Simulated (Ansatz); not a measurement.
Worked example: self-consistent single point of Be₄AlNi (R3m, 6 atoms in the cell) in Ansatz (a quantum-chemistry and plane-wave program).

Computed with PBEsol, default PAW files made with PBE (plane waves; Ansatz).

The change in words: lattice scaled by 0.98; kpoints.mp_grid.grid: 10 10 10 → 14 14 14. Reference geometry:
```
CELL_PARAMETERS angstrom
      0.00000     2.98435     2.98435
      2.98435     0.00000     2.98435
      2.98435     2.98435     0.00000
ATOMIC_POSITIONS crystal
  Be 0.37846 0.37846 0.37846
  Be 0.87914 0.37362 0.37362
  Be 0.37362 0.37362 0.87914
  Be 0.37362 0.87914 0.37362
  Al 0.75000 0.75000 0.75000
  Ni 0.00000 0.00000 0.00000
```

Reference input (self-consistent single point, DFT, PBEsol, plane waves, default PAW files made with PBE): basis.ecutwfc = 420 eV; kpoints.mp_grid.grid = 10 10 10; hamiltonian.xc = pbesol; hamiltonian.pseudopotentials = {kind: paw} (the program's default PAW files); scf.occupations.method = fermi_dirac; scf.occupations.width = 0.1 eV. This run's input differs from it in these lines:

Ansatz 0.2 input:
```diff
@@ -2,5 +2,5 @@
   lattice:
-    - [0.000000, 2.984353, 2.984353]
-    - [2.984353, 0.000000, 2.984353]
-    - [2.984353, 2.984353, 0.000000]
+    - [0.000000, 2.924666, 2.924666]
+    - [2.924666, 0.000000, 2.924666]
+    - [2.924666, 2.924666, 0.000000]
   atoms:
@@ -16,3 +16,3 @@
   mp_grid:
-    grid: [10, 10, 10]
+    grid: [14, 14, 14]
 hamiltonian:
```

The program printed (abridged):

```
SCF iter   1: F=—  HF=-6692.579665 eV  |F-HF|=—  |Δ(HF+E_count)|=         —  Δρ=1.47e-2  dr2=6.92e-2  ethr=1.77e-3  ⟨swp⟩=6.6  Hψ=33987  notcnv=0
all-band conjugate gradients solve this SCF's bands
preconditioner: auto → Kerker (q_TF=auto, 2.491 Å⁻¹)
SCF iter   2: F=—  HF=-6692.569411 eV  |F-HF|=—  |Δ(HF+E_count)|=   1.03e-2  Δρ=4.18e-3  dr2=8.02e-3  ethr=2.39e-4  ⟨swp⟩=1.9  Hψ=9297  notcnv=0  defer=17
   [... lines left out ...]
SCF iter   4: F=—  HF=-6692.566990 eV  |F-HF|=—  |Δ(HF+E_count)|=   4.46e-4  Δρ=2.81e-4  dr2=3.90e-5  ethr=4.03e-6  ⟨swp⟩=2.0  Hψ=8673  notcnv=0  defer=17
SCF iter   5: F=—  HF=-6692.566962 eV  |F-HF|=—  |Δ(HF+E_count)|=   2.79e-5  Δρ=4.22e-5  dr2=7.42e-7  ethr=1.35e-7  ⟨swp⟩=2.4  Hψ=9283  notcnv=0  defer=17
SCF iter   6: F=—  HF=-6692.566962 eV  |F-HF|=—  |Δ(HF+E_count)|=   2.21e-8  Δρ=1.42e-5  dr2=1.08e-7  ethr=3.45e-10  ⟨swp⟩=6.8  Hψ=28280  notcnv=0
SCF iter   7: F=-6692.566962 eV  HF=-6692.566962 eV  |F-HF|=2.84e-9  |Δ(HF+E_count)|=   3.15e-8  Δρ=1.57e-6  dr2=1.20e-9  ethr=3.45e-10  ⟨swp⟩=3.6  Hψ=15938  notcnv=0
SCF 1 converged in 7 iterations: F = -6692.566962 eV  dr2 = 1.20e-9
Free energy (F): -6692.566962 eV
Internal energy: -6692.526182 eV  (E = F + TS)
E sigma→0 (E₀):  -6692.546572 eV
Entropy (-TS):   -0.040780 eV (-6.797 meV/atom)
Fermi energy:    12.066534 eV
--- Forces (eV/Å), atoms counted from 1 ---
  atom   1  Be    -0.43928368    -0.43928368    -0.43928368
  atom   2  Be     0.10010710     0.12616583     0.12616583
  atom   3  Be     0.12616583     0.12616583     0.10010710
  atom   4  Be     0.12616583     0.10010710     0.12616583
  atom   5  Al     0.02915239     0.02915239     0.02915239
  atom   6  Ni     0.05769325     0.05769325     0.05769325
--- Stress (GPa, compression-positive) ---
       11.969689      -0.122424      -0.122424
       -0.122424      11.969689      -0.122424
       -0.122424      -0.122424      11.969689
  P = ⅓ Tr σ = 11.9697 GPa (119.697 kbar)
  The stress holds the Pulay correction. Without it, at fixed plane waves, as pw.x and ABINIT print it: P = 11.9272 GPa
```

The run converged in 7 iterations. Against the reference run the free energy goes up by 21.5 meV/atom, the pressure goes from 1.60 to 11.97 GPa and the largest force goes from 0.698 to 0.761 eV/Å.

The starting cell comes from a database of computed structures (which also holds hypothetical and non-ambient phases and stackings), without a prior relaxation at this level. Its lattice was rescaled by up to half a per cent. One atom was moved a little off its site on purpose. For this run, on top of that: lattice scaled by 0.98. Spin polarisation is off. With a pressure of about 12 GPa the cell is away from its equilibrium volume at this level. Ansatz's pressure includes its estimate of the finite-basis (Pulay) stress.
